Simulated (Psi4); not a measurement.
Psi4 1.11, HF/def2-svp: Nb(O)(F)(OMe)2 (C[O][Nb](=[O])([F])[O]C), 13 atoms. The geometry is a generated start, not checked to be a minimum at this level.

```yaml
task: energy
method: scf
basis: def2-svp
memory: 3 GB
maxiter: 100
keys_of_the_molecule_block: symmetry c1
scf_type: df (default)
e_convergence: 1e-06 (default)
d_convergence: 1e-06 (default)
effective_core_potentials: those of the basis set, past Kr
basis_functions: 145
```

```xyz
13

Nb    -0.3604     0.8576     0.3064
O     -0.6177     1.9054    -1.0083
F     -0.8893     1.8279     1.8434
O      1.3838     0.5165     0.4324
C      2.7439     0.4855     0.1621
H      3.1478    -0.5185     0.3533
H      2.9141     0.7571    -0.8906
H      3.2569     1.2097     0.8077
O     -1.4335    -0.5570     0.1233
C     -2.3517    -1.4441    -0.4240
H     -3.1680    -1.6143     0.2886
H     -2.7634    -1.0218    -1.3534
H     -1.8626    -2.4040    -0.6409
```

Charge 0 and multiplicity 1 are set for this test and not shown to be the ground state.

With the defaults (damping_percentage = 0, diis = true, scf_initial_accelerator = adiis, guess = auto, which took SAD, diis_start = 1, soscf = false, soscf_start_convergence = 0.01, diis_max_vecs = 10) it converges in 11 SCF iterations. One run each on 2 threads, with these changes:
- damping_percentage = 20
- scf_initial_accelerator = ediis
- soscf = true, soscf_start_convergence = 0.001
- damping_percentage = 60, diis = false, scf_initial_accelerator = none
- guess = huckel
- diis_start = 4
- damping_percentage = 60
- diis_max_vecs = 6
- guess = sadno

Name the settings that don't reach the solution of the defaults.

No convergence: damping_percentage = 60; damping_percentage = 60, diis = false, scf_initial_accelerator = none (the run ends without SCF convergence in 100 iterations). The rest reach the solution of the defaults.

```tsv
setting	SCF iterations	JK calls	end
soscf = true, soscf_start_convergence = 0.001	8	24	same solution
the defaults	11	12	same solution
diis_max_vecs = 6	11	12	same solution
scf_initial_accelerator = ediis	11	12	same solution
guess = sadno	12	12	same solution
guess = huckel	12	49	same solution
diis_start = 4	14	15	same solution
damping_percentage = 20	14	15	same solution
damping_percentage = 60	100	101	no convergence
damping_percentage = 60, diis = false, scf_initial_accelerator = none	100	101	no convergence
```

An SOSCF iteration holds several JK calls; a Hückel guess adds calls on atoms.
